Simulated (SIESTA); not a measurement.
## Worked example: self-consistent single point of HgTe (F-43m, 2 atoms in the cell) in SIESTA

Method: SIESTA with LDA PW92, numerical atomic orbitals DZP, PseudoDojo LDA standard norm-conserving potentials (rewritten from UPF to PSML).

This input was run:

```
# files in the folder: Hg.psml Te.psml (PseudoDojo LDA standard)
SystemName  HgTe
SystemLabel hgte

NumberOfAtoms                2
NumberOfSpecies              2
%block ChemicalSpeciesLabel
  1 80 Hg
  2 52 Te
%endblock ChemicalSpeciesLabel
LatticeConstant              1.0 Ang
%block LatticeVectors
     0.000000000    3.251492000    3.251492000
     3.251492000    0.000000000    3.251492000
     3.251492000    3.251492000    0.000000000
%endblock LatticeVectors
AtomicCoordinatesFormat      Bohr
%block AtomicCoordinatesAndAtomicSpecies
     0.000000000    0.000000000    0.000000000  1
     3.072214688    3.072214688    3.072214688  2
%endblock AtomicCoordinatesAndAtomicSpecies

XC.functional                LDA
XC.authors                   PW92
PAO.BasisSize                DZP
PAO.EnergyShift              0.01 Ry
MeshCutoff                   350 Ry
%block kgrid.MonkhorstPack
    6   0   0  0.0
    0   6   0  0.0
    0   0   6  0.0
%endblock kgrid.MonkhorstPack
OccupationFunction           MP
OccupationMPOrder            0
ElectronicTemperature        1578.21 K

MaxSCFIterations             150
SCF.Mixer.Method             Broyden
SCF.Mixer.Weight             0.25
SCF.Mixer.History            8
SCF.DM.Tolerance             1.0E-05
Diag.ParallelOverK           true
WriteForces                  true
Charge.Mulliken              end
```

Output, abridged:

```
reinit: Reading from file input.fdf

reinit: System Name: HgTe
reinit: System Label: hgte

coor:   Atomic-coordinates input format  =     Cartesian coordinates
coor:                                            (in Bohr units)

siesta: Atomic coordinates (Bohr) and species
siesta:      0.00000   0.00000   0.00000  1        1
siesta:      3.07221   3.07221   3.07221  2        2

siesta: System type = bulk

initatomlists: Number of atoms, orbitals, and projectors:      2    37    58

siesta: ******************** Simulation parameters ****************************
redata: Spin configuration                          = none
redata: Time-Reversal Symmetry                      = T
redata: Number of Atomic Species                    =        2
redata: Mesh Cutoff                                 =   350.0000 Ry
redata: Net charge of the system                    =     0.0000 |e|
redata: Min. number of SCF Iter                     =        0
redata: Max. number of SCF Iter                     =      150
redata: SCF convergence failure will abort job
redata: SCF mix quantity                            = Hamiltonian
redata: Mix DM or H after convergence               =   F
redata: Recompute H after scf cycle                 =   F
redata: Mix DM in first SCF step                    =   T
redata: No kicks to SCF
redata: DM Mixing Weight for Kicks                  =     0.5000
redata: Require Harris convergence for SCF          =   F
redata: Harris energy tolerance for SCF             =     0.000100 eV
redata: Require DM convergence for SCF              =   T
redata: DM tolerance for SCF                        =     0.000010
redata: Require EDM convergence for SCF             =   F
redata: EDM tolerance for SCF                       =     0.001000 eV
redata: Require H convergence for SCF               =   T
redata: Hamiltonian tolerance for SCF               =     0.001000 eV
   [... lines left out ...]
diag: Used triangular part                          = Lower
diag: Absolute tolerance                            =  0.100E-15
diag: Orthogonalization factor                      =  0.100E-05
diag: Memory factor                                 =  1.0000

superc: Internal auxiliary supercell:     3 x     3 x     3  =      27
superc: Number of atoms, orbitals, and projectors:     54    999   1566

                        Single-point calculation

superc: Internal auxiliary supercell:     3 x     3 x     3  =      27
superc: Number of atoms, orbitals, and projectors:     54    999   1566

outcell: Unit cell vectors (Ang):
        0.000000    3.251492    3.251492
        3.251492    0.000000    3.251492
        3.251492    3.251492    0.000000

outcell: Cell vector modules (Ang)   :    4.598304    4.598304    4.598304
outcell: Cell angles (23,13,12) (deg):     60.0000     60.0000     60.0000
outcell: Cell volume (Ang**3)        :     68.7508
new_DM -- step:     1
Initializing Density Matrix...

Attempting to read DM from file... Failed...
DM filled with atomic data:

InitMesh: MESH = 48 x 48 x 48 = 110592
InitMesh: Mesh cutoff (required, used) =   350.000   451.731 Ry

stepf: Methfessel-Paxton step function
       Using Hermite-Gauss polynomials of order  0
        iscf     Eharris(eV)        E_KS(eV)     FreeEng(eV)     dDmax    Ef(eV) dHmax(eV)
   scf:    1    -7293.318732    -7343.975978    -7343.981360  0.912378  0.382437 41.402820
   scf:    2    -7395.056198    -7377.486007    -7377.486095  0.670715 -1.888058  8.067540
   scf:    3    -7378.894991    -7378.335993    -7378.336406  0.193995 -2.269169  2.427743
   scf:    4    -7378.196559    -7378.340227    -7378.341100  0.145411 -2.715017  2.114777
   scf:    5    -7378.453545    -7378.408833    -7378.409461  0.073528 -2.633814  0.479498
   scf:    6    -7378.415638    -7378.413268    -7378.413874  0.018288 -2.609169  0.027645
   [... 3 lines left out ...]
   scf:   10    -7378.413334    -7378.413333    -7378.413992  0.000230 -2.616189  0.001768
   scf:   11    -7378.413334    -7378.413333    -7378.413993  0.000075 -2.616105  0.000472
   scf:   12    -7378.413334    -7378.413334    -7378.413993  0.000013 -2.616145  0.000350
   scf:   13    -7378.413334    -7378.413334    -7378.413993  0.000014 -2.616173  0.000268
   scf:   14    -7378.413334    -7378.413334    -7378.413993  0.000007 -2.616193  0.000198
SCF Convergence by DM+H criterion
max |DM_out - DM_in|         :     0.0000072107
max |H_out - H_in|      (eV) :     0.0001983627
SCF cycle converged after 14 iterations

Using DM_out to compute the final energy and forces

siesta: E_KS(eV) =            -7378.4133

siesta: E_KS - E_eggbox =     -7378.4133

siesta: Atomic forces (eV/Ang):
     1    0.000000    0.000000    0.000000
     2    0.000000    0.000000    0.000000
   Tot    0.000000    0.000000    0.000000
   Max    0.000000
   Res    0.000000    sqrt( Sum f_i^2 / 3N )
   Max    0.000000    constrained

Stress tensor Voigt[x,y,z,yz,xz,xy] (kbar):       48.17       48.17       48.17        0.00        0.00        0.00
(Free)E + p*V (eV/cell)    -7380.4810
Target enthalpy (eV/cell)    -7378.4140

siesta: Program's energy decomposition (eV):
siesta: Ebs     =     -1183.941617
siesta: Eions   =      9096.449184
siesta: Ena     =       805.394663
siesta: Ekin    =      2844.151055
siesta: Enl     =      -627.203056
siesta: Eso     =         0.000000
siesta: Edftu   =         0.000000
siesta: DEna    =        94.764948
siesta: DUscf   =         6.363588
siesta: DUext   =         0.000000
siesta: Ex      =     -1296.488749
siesta: Ec      =      -108.946598
siesta: Exc     =     -1405.435347
siesta: Eharris =     -7378.413334
siesta: Etot    =     -7378.413334
siesta: FreeEng =     -7378.413993

siesta: Stress tensor (static) (eV/Ang**3):
siesta:     0.030065    0.000000    0.000000
siesta:     0.000000    0.030065    0.000000
siesta:     0.000000    0.000000    0.030065

siesta: Cell volume =         68.750849 Ang**3

siesta: Pressure (static):
siesta:                Solid            Molecule  Units
siesta:          -0.00032745         -0.00032745  Ry/Bohr**3
siesta:          -0.03006474         -0.03006474  eV/Ang**3
siesta:         -48.16902640        -48.16902760  kBar

mulliken: Atomic and Orbital Populations:

Species: Hg
Atom  Qatom  Qorb
               5s      6s      6s      5py     5pz     5px     6py     6pz
               6px     5dxy    5dyz    5dz2    5dxz    5dx2-y2 5dxy    5dyz
               5dz2    5dxz    5dx2-y2
   1 19.258   2.009   1.494  -0.564   2.001   2.001   2.001   0.189   0.189
              0.189   1.879   1.879   1.882   1.879   1.882   0.072   0.072

              0.067   0.072   0.067

Species: Te
Atom  Qatom  Qorb
               5s      5s      5py     5pz     5px     5py     5pz     5px
               4dxy    4dyz    4dz2    4dxz    4dx2-y2 5dxy    5dyz    5dz2
               5dxz    5dx2-y2
   2 16.742   1.879  -0.005   1.605   1.605   1.605  -0.097  -0.097  -0.097
              2.001   2.001   2.000   2.001   2.000   0.060   0.060   0.078

              0.060   0.078

mulliken: Qtot =       36.000

Mulliken Atomic Populations:
Atom #   charge [q] valence [e]  Species
     1     0.741799   19.258201  Hg
     2    -0.741799   16.741799  Te
 Total    -0.000000
```

The run converged in 14 iterations.

The starting cell comes from a database of computed structures (which also holds hypothetical and non-ambient phases and stackings), without a prior relaxation at this level. Its lattice was rescaled by a random factor within 2.5 % of one. Values carry the incompleteness of an atom-centred basis. With a pressure of about -5 GPa the cell is away from its equilibrium volume at this level.
